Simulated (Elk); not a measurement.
**Elk run on Te2Mo (P6_3/mmc, 6 atoms in the cell): self-consistent single point**

Computed with PBE, all-electron FP-LAPW, Elk's shipped species files, default APW+lo basis run with Elk.

This input was run:

```
tasks
  0

xctype
  20

rgkmax
  7.0

stype
  0

swidth
  0.0001

scale
  1.889726125

avec
    3.5011114610    0.0000001251    0.0000000000
   -1.7505558388    3.0320514042    0.0000000000
    0.0000000000    0.0000000000   14.3826550000

sppath
  './'

atoms
  2   : nspecies
  'Te.in'   : spfname
  4   : natoms; atposl, bfcmt below
  0.3333333333  0.6666666667  0.6278200000    0.0 0.0 0.0
  0.6666666667  0.3333333333  0.3721800000    0.0 0.0 0.0
  0.6666666667  0.3333333333  0.1278200000    0.0 0.0 0.0
  0.3333333333  0.6666666667  0.8721800000    0.0 0.0 0.0
  'Mo.in'   : spfname
  2   : natoms; atposl, bfcmt below
  0.3333333333  0.6666666667  0.2500000000    0.0 0.0 0.0
  0.6666666667  0.3333333333  0.7500000000    0.0 0.0 0.0

ngridk
  6 6 2
```

Log, with long lists cut:

```
│ Elk code version 10.2.4 │

All units are atomic (Hartree, Bohr, etc.)

│ Ground-state run starting from atomic densities │

Lattice vectors :
   6.616141794      0.2364047382E-06   0.000000000
  -3.308071102       5.729746751       0.000000000
   0.000000000       0.000000000       27.17927890

Unit cell volume      :    1030.334330
Brillouin zone volume :   0.2407473053

Muffin-tin inner radius fraction :   0.1000000000E-01

Nuclei treated as point charges

Species :    1 (Te)
 parameters loaded from : Te.in
 name : tellurium
 nuclear charge    :   -52.00000000
 electronic charge :    52.00000000
 atomic mass :    232600.5707
 muffin-tin radius :    2.505740319
 number of radial points in muffin-tin :    597
 atomic positions (lattice), magnetic fields (Cartesian) :
   1 :   0.33333333  0.16666667 -0.37218000    0.00000000  0.00000000  0.00000000
   2 :  -0.33333333 -0.16666667  0.37218000    0.00000000  0.00000000  0.00000000
   3 :  -0.33333333 -0.16666667  0.12782000    0.00000000  0.00000000  0.00000000
   4 :   0.33333333  0.16666667 -0.12782000    0.00000000  0.00000000  0.00000000

Species :    2 (Mo)
 parameters loaded from : Mo.in
 name : molybdenum
 nuclear charge    :   -42.00000000
 electronic charge :    42.00000000
 atomic mass :    174887.9212
 muffin-tin radius :    2.505740319
 number of radial points in muffin-tin :    597
 atomic positions (lattice), magnetic fields (Cartesian) :
   1 :   0.33333333  0.16666667  0.25000000    0.00000000  0.00000000  0.00000000
   2 :  -0.33333333 -0.16666667 -0.25000000    0.00000000  0.00000000  0.00000000

Total number of atoms per unit cell :    6

Spin treatment :
 spin-unpolarised

Number of Bravais lattice symmetries :   24
Number of crystal symmetries         :   24
Crystal has inversion symmetry
Real symmetric eigensolver will be used

k-point grid :      6     6     2
k-point offset :    0.000000000       0.000000000       0.000000000
   [... lines left out ...]
Maximum |G| for potential and density :    12.00000000
 potential will be trimmed for |G| > 2 gkmax
Constant for pseudocharge density :    8
Radial integration step length :    4

G-vector grid sizes :     27    27   105
Number of G-vectors :    30175

Maximum angular momentum used for
 APW functions                      :    8
 outer part of muffin-tin           :    6
 inner part of muffin-tin           :    1

Total nuclear charge    :   -292.0000000
Total core charge       :    200.0000000
Total valence charge    :    92.00000000
Total excess charge     :    0.000000000
Total electronic charge :    292.0000000

Effective Wigner radius, rₛ :   0.9444281062

Number of empty states         :   24
Total number of valence states :   70
Total number of core states    :  200

Total number of local-orbitals :   96

Exchange-correlation functional :     20     0     0
 Perdew-Burke-Ernzerhof, Phys. Rev. Lett. 77, 3865 (1996)
 gradient requirement :    1
 generalised gradient approximation (GGA)

Smearing type :    0
 Gaussian
Smearing width :   0.1000000000E-03
Effective electronic temperature (K) :    31.57750248

Mixing type :    3
 Broyden mixing, J. Phys. A: Math. Gen. 17, L317 (1984)

Kohn-Sham potential initialised from atomic data
│ Self-consistent loop started │
│ Loop number : 1 │
 total energy                :     -35307.4342482
│ Loop number : 2 │
 total energy                :     -35307.6840510
RMS change in Kohn-Sham potential (target) :   0.1528043840     (  0.1000000000E-05)
Absolute change in total energy (target)   :   0.2498028504     (  0.1000000000E-03)
│ Loop number : 3 │
 total energy                :     -35307.2122927
RMS change in Kohn-Sham potential (target) :   0.1521495530     (  0.1000000000E-05)
Absolute change in total energy (target)   :   0.4093076171     (  0.1000000000E-03)
│ Loop number : 4 │
 total energy                :     -35306.8816971
RMS change in Kohn-Sham potential (target) :   0.1134860576     (  0.1000000000E-05)
Absolute change in total energy (target)   :   0.4329225324     (  0.1000000000E-03)
│ Loop number : 5 │
 total energy                :     -35299.6759188
RMS change in Kohn-Sham potential (target) :   0.7709534250E-01 (  0.1000000000E-05)
Absolute change in total energy (target)   :    7.314008930     (  0.1000000000E-03)
   [... lines left out ...]
Absolute change in total energy (target)   :   0.5874794675E-02 (  0.1000000000E-03)
│ Loop number : 13 │
 total energy                :     -35287.3691067
RMS change in Kohn-Sham potential (target) :   0.4889306660E-05 (  0.1000000000E-05)
Absolute change in total energy (target)   :   0.2566882700E-02 (  0.1000000000E-03)
│ Loop number : 14 │
 total energy                :     -35287.3681009
RMS change in Kohn-Sham potential (target) :   0.8188938406E-06 (  0.1000000000E-05)
Absolute change in total energy (target)   :   0.1647561054E-02 (  0.1000000000E-03)
│ Loop number : 15 │
 total energy                :     -35287.3680678
RMS change in Kohn-Sham potential (target) :   0.4061033721E-06 (  0.1000000000E-05)
Absolute change in total energy (target)   :   0.4449424159E-03 (  0.1000000000E-03)
│ Loop number : 16 │
 total energy                :     -35287.3681132
RMS change in Kohn-Sham potential (target) :   0.6082014233E-07 (  0.1000000000E-05)
Absolute change in total energy (target)   :   0.6585643860E-04 (  0.1000000000E-03)
Convergence targets achieved

│ Loop number : 17 │

Energies :
 Fermi                       :     0.274456591404
 sum of eigenvalues          :     -21322.2603917
 electron kinetic            :      37147.3715285
 core electron kinetic       :      36283.2611472
 Coulomb                     :     -71481.4989589
 Coulomb potential           :     -57226.3726026
 nuclear-nuclear             :     -2743.53762400
 electron-nuclear            :     -80249.5500673
 Hartree                     :      11511.5887323
 Madelung                    :     -42868.3126576
 xc potential                :     -1243.25931752
 exchange                    :     -937.657880130
 correlation                 :     -15.5828016727
 total energy                :     -35287.3681123

Density of states at Fermi energy :   0.8408036473E-05
 (states/Hartree/unit cell)

Estimated indirect band gap :   0.3559796858E-01
 from k-point      1 to k-point     14
Estimated direct band gap   :   0.3871049820E-01
 at k-point      7

Charges :
 core                        :    200.0000000
 valence                     :    92.00000000
 interstitial                :    12.23784514
 muffin-tins (core leakage)
  species :    1 (Te)
   atom    1                 :    49.79008826     (  0.6875320358E-03)
   atom    2                 :    49.79008826     (  0.6875320358E-03)
   atom    3                 :    49.79008826     (  0.6875320358E-03)
   atom    4                 :    49.79008826     (  0.6875320358E-03)
  species :    2 (Mo)
   atom    1                 :    40.30090092     (  0.6530362064E-06)
   atom    2                 :    40.30090092     (  0.6530362064E-06)
 total in muffin-tins        :    279.7621549
 total calculated charge     :    291.9927087
 total charge                :    292.0000000
 error                       :   0.7291348822E-02

│ Self-consistent loop stopped │
```

The run converged in 17 iterations. The count includes the last loop, which Elk runs after its targets are met.

The starting cell comes from a database of computed structures (which also holds hypothetical and non-ambient phases and stackings), without a prior relaxation at this level. Its lattice was rescaled by a random factor within 2.5 % of one. Spin-orbit coupling is off. Values depend on the basis (sphere radii, cutoffs, local orbitals), which need not be converged.
